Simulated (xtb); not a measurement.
xtb 6.7.1, GFN2-xTB: Fc1cc(F)c(F)c(-c2ccc(-c3cc4sccc4s3)cc2)c1F, 32 atoms. The geometry is a generated start, not checked to be a minimum at this level.

| Item | Result |
|---|---|
| run flags | --opt |
| method | GFN2-xTB |
| --acc | 1 (default) |
| --etemp (K) | 300 (default) |
| detailed input (--input) | none: ANC optimiser, Lindh (1995) Hessian, microcycle=20, maxdispl=1.0, hlow=0.01 (default) |
| basis functions | 116 |
| valence electrons | 120 |

It runs on a single node (AMD EPYC (Zen 5), 96 cores on 1 socket, no SMT, 12 L3 cache groups; 94 cores' worth of CPU time may be used).

Each time is the median wall time of two to five repeats, run one at a time on the otherwise empty machine; start-up is included. Processes are pinned to neighbouring cores unless said otherwise. Build: conda-forge: gfortran, OpenMP (GNU), OpenBLAS with its own threads. Other compilers and libraries give other times. Scratch files lie in a memory file system.

Measured:

```tsv
cores	layout	wall time
1	1 thread	0.574 s
2	2 threads, 1 BLAS thread	0.432 s
4	4 threads, 1 BLAS thread	0.355 s
16	16 threads, 1 BLAS thread	0.323 s
```

### Question
Fit T(p) = s + w/p to these times and predict the runs with 8 threads, 1 BLAS thread and with 32 threads, 1 BLAS thread. How well does the fit hold?

### Answer
A fit of relative deviations gives s = 0.299 s and w = 0.269 core-seconds; it misses the rows shown by at most 3 %.

```
cores                     layout      fit  measured  measured against fit
-----  -------------------------  -------  --------  --------------------
8       8 threads, 1 BLAS thread  0.332 s   0.320 s                  -4 %
32     32 threads, 1 BLAS thread  0.307 s   0.336 s                  +9 %
```

Efficiency, counted from 1 core, stays above one half up to 2 cores and is 40 % at 4. The shortest time, 0.32 s, comes at 8 cores (16, 32: level within 8 % or the scatter of repeats). The largest part on 32 cores, geometry optimisation, takes 0.53 s on 1 and 0.29 s there.
